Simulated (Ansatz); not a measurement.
Input and output of a self-consistent single point for NiRh (R3m, 2 atoms in the cell) (Ansatz, a quantum-chemistry and plane-wave program).

Method of the run: LDA (PW92), default PAW files made with PBE (plane waves; Ansatz).

```
CELL_PARAMETERS angstrom
      1.31807     0.76099     4.12404
     -1.31807     0.76099     4.12404
      0.00000    -1.52198     4.12404
ATOMIC_POSITIONS crystal
  Ni 0.00404 0.00404 0.00404
  Rh 0.50000 0.50000 0.50000
```

Reference input (self-consistent single point, DFT, LDA (PW92), plane waves, default PAW files made with PBE): basis.ecutwfc = 420 eV; kpoints.mp_grid.grid = 14 14 14; hamiltonian.xc = lda; hamiltonian.pseudopotentials = {kind: paw} (the program's default PAW files); scf.occupations.method = gaussian; scf.occupations.width = 0.1 eV. This run's input differs from it in these lines:

Ansatz 0.2 input:
```diff
@@ -11,3 +11,3 @@
 kpoints:
-  mp_grid: { grid: [14, 14, 14] }
+  mp_grid: { grid: [11, 11, 11] }
 hamiltonian:
@@ -16,3 +16,3 @@
 scf:
-  occupations: { method: gaussian, width: 0.1 }
+  occupations: { method: gaussian, width: 0.02 }
 output:
```

Log, with long lists cut:

```
SCF iter   1: F=—  HF=-12051.821799 eV  |F-HF|=—  |Δ(HF+E_count)|=         —  Δρ=1.59e-2  dr2=4.83e-2  ethr=1.77e-3  ⟨swp⟩=5.1  Hψ=12867  notcnv=0
all-band conjugate gradients solve this SCF's bands
preconditioner: auto → none
SCF iter   2: F=—  HF=-12051.816922 eV  |F-HF|=—  |Δ(HF+E_count)|=   4.88e-3  Δρ=1.34e-2  dr2=7.22e-2  ethr=1.38e-4  ⟨swp⟩=2.9  Hψ=6348  notcnv=0  defer=63
   [... lines left out ...]
SCF iter   4: F=—  HF=-12051.811016 eV  |F-HF|=—  |Δ(HF+E_count)|=   7.44e-4  Δρ=1.12e-3  dr2=1.07e-4  ethr=2.91e-5  ⟨swp⟩=2.0  Hψ=3687  notcnv=0  defer=65
SCF iter   5: F=—  HF=-12051.811022 eV  |F-HF|=—  |Δ(HF+E_count)|=   6.33e-6  Δρ=3.24e-4  dr2=1.90e-5  ethr=3.05e-7  ⟨swp⟩=2.4  Hψ=5280  notcnv=0  defer=65
SCF iter   6: F=—  HF=-12051.811015 eV  |F-HF|=—  |Δ(HF+E_count)|=   7.05e-6  Δρ=9.76e-5  dr2=2.61e-6  ethr=5.42e-8  ⟨swp⟩=2.0  Hψ=4500  notcnv=0  defer=65
SCF iter   7: F=-12051.811015 eV  HF=-12051.811015 eV  |F-HF|=3.51e-8  |Δ(HF+E_count)|=   4.72e-7  Δρ=2.37e-5  dr2=6.20e-8  ethr=2.86e-10  ⟨swp⟩=5.5  Hψ=14822  notcnv=0
SCF 1 converged in 7 iterations: F = -12051.811015 eV  dr2 = 6.20e-8
Free energy (F): -12051.811015 eV
Internal energy: -12051.810266 eV  (E = F + TS)
E sigma→0 (E₀):  -12051.810641 eV
Entropy (-TS):   -0.000749 eV (-0.374 meV/atom)
Fermi energy:    19.912763 eV
--- Forces (eV/Å), atoms counted from 1 ---
  atom   1  Ni     0.00000000     0.00000002    -0.46076135
  atom   2  Rh     0.00000000    -0.00000002     0.46116748
--- Stress (GPa, compression-positive) ---
      -13.100808       0.000000      -0.000000
        0.000000     -13.100808      -0.000000
       -0.000000      -0.000000     -10.515543
  P = ⅓ Tr σ = -12.2391 GPa (-122.391 kbar)
  The stress holds the Pulay correction. Without it, at fixed plane waves, as pw.x and ABINIT print it: P = -12.3344 GPa
```

The run converged in 7 iterations. Against the reference run the free energy goes up by 5.3 meV/atom, the pressure goes from -12.12 to -12.24 GPa and the largest force hardly changes (0.459 to 0.461 eV/Å).

The starting cell comes from a database of computed structures (which also holds hypothetical and non-ambient phases and stackings), without a prior relaxation at this level. Its lattice was rescaled by up to half a per cent. One atom was moved a little off its site on purpose. Spin polarisation is off. With a pressure of about -12 GPa the cell is away from its equilibrium volume at this level. Ansatz's pressure includes its estimate of the finite-basis (Pulay) stress.
